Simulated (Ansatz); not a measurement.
Start from TiSi2 (space group Fddd, No. 70).

```xyz
6
Lattice="0.0000 4.1148 4.2603 2.3896 0.0000 4.2603 2.3896 4.1148 0.0000" Properties=species:S:1:pos:R:3 pbc="T T T"
Si     2.3896     5.4523     4.2603
Si     2.3896     2.7772     4.2603
Si     3.5844     4.8346     6.3904
Si     3.5844     7.5097     6.3904
Ti     0.0000     0.0000     0.0000
Ti     1.1948     2.0574     2.1301
```

Cartesian axes are those of the cell as printed.

Computed with r2SCAN (Ansatz, a first-principles code), without spin-orbit coupling.

For the base:

```
Item      Value
--------  -----
Band gap   zero
```

Perturbation: uniaxial stress, 2 GPa compression along x; all other stress components relax to zero.

**Question.** How does this affect the energy relative to the base?

**Answer.** The energy rises by 0.5 meV/atom.

**Question.** Predict the new band gap.

**Answer.** The band gap stays zero.

Without a gap, meshes like the base's 13×13×13 leave anisotropic stresses uncertain by several tenths of a GPa, and small strain energies with them. Load acts through the strain it causes; cell and atoms are relaxed under it. Stability under load was not tested beyond the relaxation. The final runs are not spin-polarised.
